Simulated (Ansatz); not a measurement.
Where the default PAW files enter, the runs use the earlier of Ansatz's two default sets.

By LDA, the system below comes out a metal.

```
NbN
1.0
    3.14837     0.00000     0.00000
   -1.57419     2.72657     0.00000
    1.57419     0.90886     2.57063
Nb N
1 1
Direct
  0.00000   0.50000   0.50000
  0.00000   0.00000   0.00000
```

Space group of this cell: Fm-3m, rock salt. The cell is taken as given; by LDA its mean pressure is -20.0 GPa.

The current flows along the normal of the first two printed cell vectors, the (111) plane of the conventional cell. No spin-orbit coupling; the value is a mean over 0.1 eV about the Fermi level.

**Question.** Give the ballistic conductance per area that LDA in Ansatz (an electronic-structure program) yields.

**Answer.** 1.6 × 10¹⁵ S/m² for both spins.
